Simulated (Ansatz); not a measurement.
Structure of amorphous Ge12Sb12Te30B3 (periodic cell):

```xyz
57
Lattice="10.5486 -1.1053 -0.9716 -1.1053 12.6346 0.5725 -0.9716 0.5725 12.4479" Properties=species:S:1:pos:R:3 pbc="T T T"
Ge     1.5729     7.4680     5.6969
Ge     3.9369    10.8253     9.9384
Ge     5.5632     6.8168     1.9327
Ge     2.9716     0.7703     1.2884
Ge    -0.9133     8.1405     3.3122
Ge     5.5470     2.2858    10.7424
Ge     8.7476     4.6231    10.4339
Ge     7.1234     3.6930     2.9548
Ge     6.5291     5.4027    -0.2521
Ge     5.3496     8.7149     5.3468
Ge     5.8226     9.2252     7.8117
Ge     9.0129     1.9194     5.8664
Sb     1.8752    11.7518    11.5241
Sb     1.0261    11.6621     5.1109
Sb    -0.2832    11.6775     9.5393
Sb     6.7758     8.4474    11.1323
Sb     1.1231     8.2120     8.5444
Sb     3.5884     7.2406     9.9158
Sb     8.5315     5.4979     6.1900
Sb     2.9010     4.6558     0.5021
Sb     2.5451     3.4136     5.0634
Sb     9.4359     1.1779     9.0958
Sb     3.4152     0.8400     7.6678
Sb     6.2858    -0.4977     2.4207
Te     6.5509    11.7292     6.8511
Te     6.3011     0.4462     8.5694
Te     6.0629    11.5464     0.3248
Te     7.4422     8.6643     1.4948
Te     3.9209     6.5022     7.1062
Te     0.0866     7.6893    11.9010
Te    -0.4423    11.9597     2.6014
Te     6.1789     4.8565     9.5922
Te     8.5518     1.3864     3.0725
Te     4.5748     1.0703     4.9331
Te     2.3298     6.2964     2.8530
Te     8.2605     2.1395    11.5953
Te     6.0871     6.3190     4.4947
Te     3.3520     9.5647     3.6854
Te     7.1967    10.4629     4.2557
Te    -0.2682     5.2023     9.1531
Te     8.8739     4.7635     1.0263
Te    -0.0254     5.0785     5.2726
Te     8.2823    11.0098    10.6307
Te     2.7758    10.3744     7.4994
Te     1.6253     2.3032    11.1122
Te     3.7074     8.5328     0.0514
Te     0.4710     9.3663     1.3153
Te     0.8968     1.1459     6.0770
Te     5.3840     2.9262     0.8649
Te     3.0681     3.6202     8.1358
Te     6.6482     3.2464     6.2814
Te     1.4609     2.8454     2.2165
Te     8.0126     7.5291     8.3215
Te    -0.9614     9.6270     6.2792
B      3.7437     7.8944     2.2366
B     -0.7032     9.6811     8.5384
B      5.0176     9.0414     9.7877
```

The numbers are results of PBE-D3(BJ), scalar-relativistic without spin-orbit coupling, PAW (Ansatz default set, large-core Te) (plane waves to 420 eV; Ansatz, a first-principles code), not measurements.

It comes from a melt-quench run on a machine-learned potential (CHGNet), relaxed afterwards by DFT. The hot cell started wider than the set density and was brought back towards it in steps. It is the lowest in DFT energy of 3 quenches. It is a model cell: composition and starting density were chosen by hand, and all elements were melted together. The geometry includes D3(BJ) dispersion. Its density started from a set value of 5.77 and ended at 6.31 g/cm³. The simulated quench (nominally 150 K/ps over its main leg) is rapid and tends to freeze in more defects than a deposited or slowly cooled glass has. Values belong to this one cell and scatter from quench to quench. Volume and shape were free in the relaxation. Stress components on the final sampling reach 0.6 GPa. On a 2×2×2 Γ-centred mesh force components of up to 0.46 eV/Å stay, since the relaxation ran on one k-point at (1/4, 1/4, 1/4).

Neighbours within Ge-Ge 2.85 Å, Ge-Sb 3.11 Å, Ge-Te 3.04 Å, Ge-B 2.45 Å, Sb-Sb 3.18 Å, Sb-Te 3.36 Å, Sb-B 2.68 Å, Te-Te 3.31 Å, Te-B 2.66 Å, B-B 2.02 Å count as bonded.

Q: Give the coordination numbers, mean bond lengths and angles.

A: 
```json
{
 "Mean coordination of Ge": "3.58 (6 with 3, 5 with 4, 1 with 5)",
 "Mean coordination of Sb": "4.42 (2 with 3, 4 with 4, 5 with 5, 1 with 6)",
 "Mean coordination of Te": "3.27 (1 with 1, 2 with 2, 17 with 3, 8 with 4, 2 with 5)",
 "Mean coordination of B": "4.00 (3 with 4)",
 "Mean Sb-Te bond": "3.042 Å (spread 0.132 Å, 42 counted)",
 "Mean Ge-Te bond": "2.797 Å (spread 0.087 Å, 33 counted)",
 "Mean Te-Te bond": "3.117 Å (spread 0.133 Å, 9 counted)",
 "Mean Te-B bond": "2.252 Å (spread 0.021 Å, 5 counted)",
 "Bond angle at Ge": "mean 103.3°, spread 20.2°",
 "Bond angle at Sb": "mean 103.3°, spread 29.1°",
 "Bond angle at Te": "mean 103.2°, spread 25.8°",
 "Bond angle at B": "mean 109.4°, spread 9.4°"
}
```
